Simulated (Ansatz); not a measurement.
S on the 1x1 (111) surface of fcc Ag, one in a 2x1 cell, energies for each (14.9 Å²). Energies are against ⅛ S8(g), without zero-point or thermal terms; each row is named by its start.

All values below come from PBE (plane waves to 420 eV, PAW; Ansatz, an electronic-structure program).

Slab: 9 atoms, 7.1 Å thick at the start under the adsorbate (thin: gaps and levels are the slab's own); k 6x12x1, smearing 0.1 eV, dipole-corrected; 4 atoms held, the rest relaxed; each run with such symmetry as its start has; spin-polarised, no spin-orbit, no U, no dispersion correction.

A negative adsorption energy means that the adsorbate is more stable on the surface than in its reference. Heights count from the host atoms within 0.3 Å of the top one.

```tsv
starting site	E_ads (eV)	height (Å)	nearest host atom (Å)	bonded to	Δ work function (eV)	lateral drift (Å)	moment (μB)
top Ag	0.00	1.84	Ag 2.46	3 Ag	1.46	1.6	0.0
hollow Ag-Ag-Ag over Ag at depth 2.4 Å	0.00	1.84	Ag 2.46	3 Ag	1.46	0.1	0.0
hollow Ag-Ag-Ag over Ag at depth 4.7 Å	-0.03	1.82	Ag 2.46	3 Ag	1.42	0.1	0.0
bridge Ag-Ag (span 2.9 Å)	-0.03	1.82	Ag 2.46	3 Ag	1.42	1.0	0.0
```
